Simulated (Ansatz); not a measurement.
SiC (model structure, started from the GeS type, Pnma, No. 62, 8 atoms in the cell), treated with PBEsol in Ansatz (PAW).

Numerical settings: plane-wave cutoff 520 eV, 8×18×16 k mesh (along the axes of the cell as run), Fermi–Dirac smearing 0.05 eV, scalar-relativistic PAW data made under PBE.

Cell (relaxed at this level):

```
CSi
1.0
    5.81152     0.00000     0.00000
    0.00000     3.12531     0.00000
    0.00000     0.00000     5.19020
Si C
4 4
Direct
  0.15936   0.25000   0.40402
  0.34064   0.75000   0.90402
  0.84064   0.75000   0.59598
  0.65936   0.25000   0.09598
  0.82444   0.25000   0.39626
  0.67556   0.75000   0.89626
  0.17556   0.75000   0.60374
  0.32444   0.25000   0.10374
```

Problem. Estimate the band gap, Γ–Γ gap and bulk modulus that the calculation returns.

Solution. 
* **band gap**: 2.49 eV (on the SCF k mesh)
* **Γ–Γ gap**: 3.02 eV
* **bulk modulus**: 149 GPa

Note: the bulk modulus is −V dP/dV from two relaxed cells at ±2 % in volume; the relaxation could raise the start's symmetry but not lower it, so the cell can be a saddle point.

Computed values are for the static lattice.

Computing time: roughly 30 core-minutes.

A model structure was made by putting elements into a prototype or built by hand; it is no filed structure, need not be a known phase, and can be a saddle point held by its symmetry.

Ansatz is a quantum-chemistry and plane-wave program.
